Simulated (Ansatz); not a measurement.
System: Bi2Te3 (model structure, started from the A-La2O3 type, P-3m1, No. 164, 5 atoms in the cell). Method: PBEsol+SOC (Ansatz, a quantum-chemistry and plane-wave program, plane waves, PAW).

Run with plane-wave cutoff 520 eV, 12×12×4 k mesh (along the axes of the cell as run), Fermi–Dirac smearing 0.01 eV, PAW data made under PBE.

Cell (relaxed with PBEsol):

```yaml
crystal:
  lattice:
    - [4.35073, 0.00000, 0.00000]
    - [-2.17537, 3.76785, 0.00000]
    - [0.00000, 0.00000, 10.55320]
  atoms:
    - { symbol: Bi, position: [0.33333, 0.66667, 0.19207] }
    - { symbol: Bi, position: [0.66667, 0.33333, 0.80793] }
    - { symbol: Te, position: [0.00000, 0.00000, 0.00000] }
    - { symbol: Te, position: [0.33333, 0.66667, 0.64394] }
    - { symbol: Te, position: [0.66667, 0.33333, 0.35606] }
```

Problem. What does this level give for the band gap, smallest direct gap on the k points sampled and Γ–Γ gap?

Solution. 
* **band gap**: 0.08 eV (indirect)
* **smallest direct gap on the k points sampled**: 0.18 eV
* **Γ–Γ gap**: 0.39 eV

Note: the relaxation could raise the start's symmetry but not lower it, so the cell can be a saddle point; cell and atoms aren't relaxed at this level (largest force component 0.18 eV/Å, pressure 0.4 GPa).

The computed numbers hold no vibrational or temperature effects.

A model structure was made by putting elements into a prototype or built by hand; it is no filed structure, need not be a known phase, and can be a saddle point held by its symmetry.
